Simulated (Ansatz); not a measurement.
Worked example: self-consistent single point of MgB2 (P6mm, 3 atoms in the cell) in Ansatz (an electronic-structure program).

Computed with PBEsol, default PAW files made with PBE (plane waves; Ansatz).

```
CELL_PARAMETERS angstrom
      1.55272    -2.68940     0.00000
      1.55272     2.68940     0.00000
      0.00000     0.00000     3.53760
ATOMIC_POSITIONS crystal
  Mg 0.00000 0.00000 0.01413
  B  0.33333 0.66667 0.50000
  B  0.66667 0.33333 0.50000
```

Reference input (self-consistent single point, DFT, PBEsol, plane waves, default PAW files made with PBE): basis.ecutwfc = 420 eV; kpoints.mp_grid.grid = 12 12 9; hamiltonian.xc = pbesol; hamiltonian.pseudopotentials = {kind: paw} (the program's default PAW files); scf.occupations.method = fermi_dirac; scf.occupations.width = 0.1 eV. This run's input differs from it in these lines:

Ansatz 0.2 input:
```diff
@@ -12,3 +12,3 @@
 kpoints:
-  mp_grid: { grid: [12, 12, 9] }
+  mp_grid: { grid: [20, 20, 15] }
 hamiltonian:
@@ -17,3 +17,3 @@
 scf:
-  occupations: { method: fermi_dirac, width: 0.1 }
+  occupations: { method: fermi_dirac, width: 0.05 }
 output:
```

Output, abridged:

```
SCF iter   1: F=—  HF=-2217.766002 eV  |F-HF|=—  |Δ(HF+E_count)|=         —  Δρ=3.80e-3  dr2=5.81e-3  ethr=1.77e-3  ⟨swp⟩=5.3  Hψ=22598  notcnv=0
all-band conjugate gradients solve this SCF's bands
preconditioner: auto → none
SCF iter   2: F=—  HF=-2217.765180 eV  |F-HF|=—  |Δ(HF+E_count)|=   8.23e-4  Δρ=2.22e-3  dr2=2.15e-3  ethr=3.63e-5  ⟨swp⟩=1.7  Hψ=7659  notcnv=0
SCF iter   3: F=—  HF=-2217.764510 eV  |F-HF|=—  |Δ(HF+E_count)|=   6.70e-4  Δρ=3.58e-4  dr2=2.88e-5  ethr=1.34e-5  ⟨swp⟩=2.6  Hψ=6282  notcnv=0
SCF iter   4: F=—  HF=-2217.764499 eV  |F-HF|=—  |Δ(HF+E_count)|=   1.06e-5  Δρ=1.34e-4  dr2=3.07e-6  ethr=1.80e-7  ⟨swp⟩=2.0  Hψ=6972  notcnv=0
SCF iter   5: F=—  HF=-2217.764497 eV  |F-HF|=—  |Δ(HF+E_count)|=   2.33e-6  Δρ=3.53e-5  dr2=5.06e-7  ethr=1.92e-8  ⟨swp⟩=2.1  Hψ=5794  notcnv=0
SCF iter   6: F=-2217.764497 eV  HF=-2217.764497 eV  |F-HF|=1.38e-8  |Δ(HF+E_count)|=   1.96e-7  Δρ=8.30e-6  dr2=1.11e-8  ethr=6.25e-10  ⟨swp⟩=5.0  Hψ=18238  notcnv=0
SCF 1 converged in 6 iterations: F = -2217.764497 eV  dr2 = 1.11e-8
Free energy (F): -2217.764497 eV
Internal energy: -2217.758710 eV  (E = F + TS)
E sigma→0 (E₀):  -2217.761603 eV
Entropy (-TS):   -0.005787 eV (-1.929 meV/atom)
Fermi energy:    8.951347 eV
--- Forces (eV/Å), atoms counted from 1 ---
  atom   1  Mg     0.00000000     0.00000000    -0.30337622
  atom   2  B     -0.00000000     0.00000000     0.15162791
  atom   3  B      0.00000000    -0.00000000     0.15162791
--- Stress (GPa, compression-positive) ---
       -6.468413      -0.000000      -0.000000
       -0.000000      -6.468413       0.000000
       -0.000000       0.000000      -3.631362
  P = ⅓ Tr σ = -5.5227 GPa (-55.227 kbar)
  The stress holds the Pulay correction. Without it, at fixed plane waves, as pw.x and ABINIT print it: P = -5.6818 GPa
```

The run converged in 6 iterations. Against the reference run the free energy goes up by 3.4 meV/atom, the pressure moves little (-5.51 to -5.52 GPa) and the largest force hardly changes (0.304 to 0.303 eV/Å).

The starting cell has typed, rounded lattice constants, without a prior relaxation at this level. Its lattice was rescaled by up to half a per cent. One atom was moved a little off its site on purpose. With a pressure of about -6 GPa the cell is away from its equilibrium volume at this level. Ansatz's pressure includes its estimate of the finite-basis (Pulay) stress.
